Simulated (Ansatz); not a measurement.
The reference is As in the A7 type structure (space group R-3m, No. 166; a = 3.7840 Å, c = 10.1065 Å (hexagonal axes); layered).

Structures relaxed with PBE-D3(BJ) (Ansatz, a first-principles code; PAW; 420 eV plane waves; without spin-orbit coupling), earlier PAW set.

Base:

Simulated powder pattern, Co Kα, λ = 1.79026 Å (kinematic, ideal powder, no thermal factors, no anomalous dispersion; the 8 strongest lines at most, above 2 %, up to 2θ = 90°):

```
2θ (°)  I/Imax (%)    hkl
------  ----------  -----
30.82          8.2  (003)
38.00          100  (012)
53.15           32  (104)
56.47           34  (110)
62.71          8.5  (015)
70.10           17  (202)
81.25          9.6  (024)
85.30          6.5  (107)
```

The change: cell and atoms relaxed at a pressure of 0.7 GPa.

After the change:

Simulated powder pattern, Co Kα, λ = 1.79026 Å (kinematic, ideal powder, no thermal factors, no anomalous dispersion; the 8 strongest lines at most, above 2 %, up to 2θ = 90°):

```csv
2θ (°),d (Å),I/Imax (%),hkl
31.09,3.340,7.6,(003)
38.16,2.738,100,(012)
53.51,1.989,32,(104)
56.61,1.888,34,(110)
63.19,1.709,7.9,(015)
70.33,1.554,17,(202)
81.66,1.369,9.8,(024)
86.10,1.311,6.1,(107)
```

The indices refer to the base's conventional cell; one index is shown for lines that coincide.

The mesh was chosen for an insulator and is coarse for the gapless case. Load acts through the strain it causes; cell and atoms are relaxed under it. No phonon test of stability was made.
